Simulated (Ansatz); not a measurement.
**Response to strain in Zr**

The parent structure is Zr in the hcp (Mg type) structure (space group P6_3/mmc, No. 194; relaxed with 0.1 eV smearing).

```yaml
crystal:
  lattice:
    - [3.24431, 0.00000, 0.00000]
    - [-1.62215, 2.80965, 0.00000]
    - [0.00000, 0.00000, 5.15800]
  atoms:
    - { symbol: Zr, position: [0.33333, 0.66667, 0.75000] }
    - { symbol: Zr, position: [0.66667, 0.33333, 0.25000] }
```

Cartesian axes are those of the cell as printed.

Strains are applied to the cell and any free atomic positions relax; under biaxial strain the out-of-plane vector relaxes too.

Level of theory: plane-wave PAW DFT at the r2SCAN level (Ansatz, a first-principles code, 500 eV), no spin-orbit coupling.

Notes on the quantities. energy relative to the base: free energy F; pressure: mean of the normal stresses, compression positive.

```json
[
 {"change": "base", "energy relative to the base": "0 meV/atom", "pressure": "0.0 GPa", "volume per atom": "23.51 Å³"},
 {"change": "biaxial strain −2.52 %, plane normal [001], relaxed out of plane", "energy relative to the base": "–", "pressure": "2.9 GPa", "volume per atom": "22.80 Å³"},
 {"change": "isotropic strain +0.89 %", "energy relative to the base": "+4.8 meV/atom", "pressure": "-2.4 GPa", "volume per atom": "24.14 Å³"},
 {"change": "isotropic strain +1.25 %", "energy relative to the base": "+9.5 meV/atom", "pressure": "-3.3 GPa", "volume per atom": "24.40 Å³"},
 {"change": "isotropic strain +4.03 %", "energy relative to the base": "+93 meV/atom", "pressure": "-9.2 GPa", "volume per atom": "26.47 Å³"},
 {"change": "uniaxial strain ε_xx = −5.23 %", "energy relative to the base": "+32 meV/atom", "pressure": "5.3 GPa", "volume per atom": "22.28 Å³"},
 {"change": "uniaxial strain ε_xx = +5.71 %", "energy relative to the base": "+31 meV/atom", "pressure": "-4.7 GPa", "volume per atom": "24.85 Å³"},
 {"change": "uniaxial strain ε_zz = +1.29 %", "energy relative to the base": "+2.0 meV/atom", "pressure": "-1.2 GPa", "volume per atom": "23.81 Å³"},
 {"change": "tensor shear ε_xy = −2.07 %", "energy relative to the base": "+4.8 meV/atom", "pressure": "0.0 GPa", "volume per atom": "23.50 Å³"}
]
```

No phonon test of stability was made. The final runs are not spin-polarised.
